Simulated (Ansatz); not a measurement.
An Ansatz (a first-principles code) input (DFT with PBEsol, PAW potentials and a 420 eV plane-wave cutoff in Ansatz, without spin-orbit coupling):

Ansatz 0.2 input:
```yaml
crystal:
  lattice:
    - [-2.5592529552, 2.5592529552, 1.4005009266]
    - [2.5592529552, -2.5592529552, 1.4005009266]
    - [2.5592529552, 2.5592529552, -1.4005009266]
  atoms:
    - { symbol: Ge, position: [0, 0, 0] }
    - { symbol: Ge, position: [0.75, 0.25, 0.5] }
basis: { ecutwfc: 420, ecutrho_ratio: 4, xc_grid: 2, fft_grid_basis: typed }
kpoints: { mp_grid: { grid: [19, 19, 19] } }
hamiltonian:
  xc: pbesol
  dispersion: none
  pseudopotentials: { kind: paw }
scf: { occupations: { method: fermi_dirac, width: 0.05 }, convergence: { dr2_threshold: 0.0000000002 } }
output: { forces: true, stress: true }
```

Q: Which symmetry and how many k-points will the program report, and about how many plane waves at Γ?

A: Space group I41/amd (ITA 141) with 16 operations, k-points 550 of 6859, and 725 plane waves at Γ.

Whether these cells are dynamically stable was not tested. The base started in Imma and relaxed to I4_1/amd at this level. The cell is Ge (space group I4_1/amd, No. 141; a cell from a computed database, its experimental status unchecked). This is not the structure that Ge has at room temperature and ambient pressure.
